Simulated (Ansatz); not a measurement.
The starting structures come from a database of crystals and need not be the phases stable at ambient conditions.

Tunnelling through a barrier is set by its complex band structure: the current falls as exp(−2κd) with the smallest κ.

Consider the following.

```
CELL_PARAMETERS angstrom
      3.69182     0.00000     0.00000
     -1.84591     6.44416     0.00000
      1.84591     0.00000     5.24512
ATOMIC_POSITIONS crystal
  Ag 0.82048 0.40676 0.76462
  Ag 0.17834 0.59324 0.23538
  Ag 0.33510 0.90676 0.73538
  Ag 0.16372 0.09324 0.26462
  O  0.05238 0.83518 0.46608
  O  0.68328 0.16482 0.53392
  O  0.26846 0.33518 0.03392
  O  0.96720 0.66482 0.96608
  O  0.58728 0.00000 0.00000
  O  0.33728 0.50000 0.50000
```

Space group of this cell: Fdd2. The cell is taken as given.

Transport runs along the normal of the first two printed cell vectors.

The gap is the functional's own. No spin-orbit coupling. Mid-gap values are interpolated on the energy grid.

### Question
Predict the band gap and the smallest decay constant κ at mid-gap from r2SCAN (Ansatz, a first-principles code).

### Answer
Gap 0.75 eV on a 10×10×10 mesh; κ = 0.233 1/Å, at (0.250, 0.333) of the in-plane reciprocal vectors. At the zone centre, at the nearest computed energy, the slowest state has κ = 0.35 1/Å.
